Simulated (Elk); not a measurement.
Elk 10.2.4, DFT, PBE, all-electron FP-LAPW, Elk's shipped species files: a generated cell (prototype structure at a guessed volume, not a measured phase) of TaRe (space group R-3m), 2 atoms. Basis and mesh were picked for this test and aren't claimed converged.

```
Item                                                          Result
-----------------------------  -------------------------------------
cell                           4.89, 4.89, 4.89 Å; 34.2, 34.2, 34.2°
task                                                    ground state
xctype                                                            20
swidth                                                 0.004 Hartree
k mesh (ngridk)                                             10×10×10
maxscl                                                           100
rgkmax                                                   7 (default)
empty states an atom (nempty)                            4 (default)
epspot (Hartree)                                     1e-06 (default)
epsengy (Hartree)                                   0.0001 (default)
k-points after symmetry                                          116
largest matrix size                                              136
valence states                                                    36
```

Settings of this run: mixtype = 3, mixsdb = 5, broydpm = [0.05, 0.15], tefvit = false; 4 threads, 1 BLAS thread.

```tsv
loop	total energy (Hartree)	RMS change in potential
1	-32342.0861233	-
2	-32342.1487434	0.1867368191
3	-32342.8424741	0.1797397221
4	-32343.1618531	0.1761090049
5	-32343.5504269	0.1706880655
6	-32343.7023982	0.1654443510
7	-32347.1269668	0.1387281636E-01
8	-32345.5542610	0.4875069688E-02
9	-32345.2686611	0.4393773133E-02
10	-32344.7633786	0.1867757999E-02
11	-32344.5025358	0.1399270824E-02
12	-32344.4895068	0.1282793068E-02
13	-32344.3829273	0.2330926309E-03
14	-32344.3644904	0.1262458599E-03
…	…	…
27	-32344.3536634	0.6627144766E-05
28	-32344.3535063	0.6650542184E-05
29	-32344.3535192	0.6645968080E-05
30	-32344.3536788	0.6729702739E-05
31	-32344.3534519	0.6951395055E-05
32	-32344.3537903	0.6425075067E-05
33	-32344.3538413	0.6725196779E-05
34	-32344.3531884	0.5307357525E-05
…	…	…
46	-32344.3530954	0.4621003484E-05
47	-32344.3530899	0.4624916256E-05
48	-32344.3530806	0.4602461051E-05
49	-32344.3530484	0.4218951776E-05
50	-32344.3530557	0.3433769837E-05
51	-32344.3531476	0.1066447355E-05
52	-32344.3531803	0.8958594584E-06
53	-32344.3532921	-
```

It converged after 53 self-consistent loops.

Question: The cycle is slow. Which setting should be changed?

Answer: Several could match; the one computed here: broydpm = [0.4, 0.01] (17 self-consistent loops) or broydpm = [0.4, 0.5] (17 self-consistent loops) or broydpm = [0.4, 0.15] (default) (18 self-consistent loops) or broydpm = [0.7, 0.15] (18 self-consistent loops), all else kept. The other changes of this size gave: broydpm = [0.2, 0.15] (22); broydpm = [0.1, 0.15] (24). The first change moves the result by: energy 0.47 meV/atom. Counts are of single runs.
